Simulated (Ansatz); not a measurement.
## SrO: energy against volume

SrO (rock salt, Fm-3m, 17.525 Å³/atom and stress up to 0.01 GPa in the relaxed cell, cube axes along x, y and z) under an equal strain ε along all three axes. PBE in Ansatz, a plane-wave DFT program (PAW, default set), 420 eV, 11×11×11 Γ-centred mesh, Fermi-Dirac smearing 0.05 eV; ions are relaxed, or left where forces stay under 0.02 eV/Å, within the symmetry of each cell.

Here V stands for volume and E for E less E0.

| volume (Å³/atom) | E less E0 (meV/atom) | pressure (GPa) |
|---|---|---|
| 15.9941 | ? | ? |
| 16.4939 | 17.89 | 5.88 |
| 16.7477 | 9.90 | 4.25 |
| 17.0040 | 4.33 | 2.73 |
| 17.2630 | 1.08 | 1.32 |
| 17.5245 | 0.00 | 0.00 |
| 17.7887 | 1.01 | -1.22 |
| 18.0555 | 3.98 | -2.36 |
| 18.3250 | 8.87 | -3.41 |
| 18.5972 | 15.52 | -4.39 |

Question: Fit E against V with the third-order Birch-Murnaghan form, a cubic in V^(-2/3), and predict the withheld value at V = 15.9941.

Answer: With u = V^(-2/3) - 0.148, the rows have u = 0.006330, 0.004767, 0.003228, 0.001712, 0.000219, -0.001253, -0.002702, -0.004130, -0.005537. Least squares gives E = 0.018 - 196.1·u + 473372·u² + 566842·u³. Residuals (row less fit): 0.002, -0.002, -0.007, 0.007, 0.002, 0.004, -0.013, 0.008, 0.000; standard error 0.008 (degrees of freedom: 5). Its minimum lies at u = 0.000207, so V0 = (0.148207)^(-3/2) = 17.53. There d²E/du² = 947400 and d³E/du³ = 3401000, so B0 = (4/9) × 17.53^(-7/3) × 947400 × 0.160218 = 84.6 GPa (the last factor turns the table's units into GPa), and B0' = 4 + (2/3) × 0.148207 × (3401000)/947400 = 4.4. B0' rests on the cubic coefficient alone and has a standard error of 0.1 from these residuals. At the withheld row, u = 0.009529, so E = 0.018 - 196.1 × 0.009529 + 473372 × 0.009529² + 566842 × 0.009529³ = 41.623 meV/atom. The calculation gives 41.69 meV/atom, 0.067 meV/atom above the prediction (0.2 % of the range of E in the table). The row lies outside the fitted rows, so this is an extrapolation. From the scatter of the fitted rows alone, a prediction at this place has a standard error of 0.040 meV/atom, so the miss is 1.7 times that.

Other structures, which can take over under pressure, weren't tried. The same form fitted to the pressure column gives B0' = 4.5; series where the two differ by over 0.4 aren't shown. Rows are the converged runs of the series near zero and its far end, less any whose ions stayed unrelaxed beside relaxed ones; series whose fitted rows scatter by over a few per cent of the range, as at a crossing or softening among them, aren't shown in this form.
